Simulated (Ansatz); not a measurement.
The parent structure is La (space group P6_3/mmc, No. 194; a = 3.770 Å, c = 12.081 Å).

Modification: a hydrostatic pressure of 10 GPa.

Levels (all Ansatz, a first-principles code, PAW): PBE (420 eV, scalar-relativistic without spin-orbit coupling); r2SCAN (500 eV, without spin-orbit coupling).

The geometry is relaxed with PBE.

| Item | Result |
|---|---|
| PBE pressure | 10.0 GPa |

Task: Predict the pressure from r2SCAN.

Result: The pressure decreases by 0.7 GPa, from 10.0 GPa to 9.3 GPa.

Single points use the geometry relaxed with PBE. Their cutoffs differ, which shifts pressures a little. Load acts through the strain it causes; cell and atoms are relaxed under it. Whether these cells are dynamically stable was not tested. No other phases were tried under pressure.
